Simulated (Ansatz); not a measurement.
Consider WSe2 (space group Fm-3m, No. 225; a = 6.1678 Å; ferromagnetic; a hypothetical phase, not in the database extracts checked).

Modification: cell and atoms relaxed at a pressure of 15 GPa.

Levels (all Ansatz, an electronic-structure program, PAW, earlier PAW set): PBEsol (420 eV, no spin-orbit coupling); r2SCAN (500 eV, no SOC).

The geometry is relaxed with PBEsol.

| Quantity | Result |
|---|---|
| PBEsol pressure | 15.0 GPa |
| PBEsol magnetic state | non-magnetic |
| PBEsol largest site moment | 0.00 μB |

Question: Predict the pressure, magnetic state and largest site moment from r2SCAN.

Answer: The pressure grows by 11.0 GPa, from 15.0 GPa to 26.0 GPa; the magnetic state goes from non-magnetic to ferromagnetic; the largest site moment goes from zero to 1.14 μB.

Other magnetic orders, which the real material may have, were not ruled out. Single points use the geometry relaxed with PBEsol. Their cutoffs differ, which shifts pressures a little. Load acts through the strain it causes; cell and atoms are relaxed under it. Whether these cells are dynamically stable was not tested. Competing high-pressure phases were not computed. Starting moments died away, wholly or in part, for pressure 15 GPa; another magnetic solution may exist.
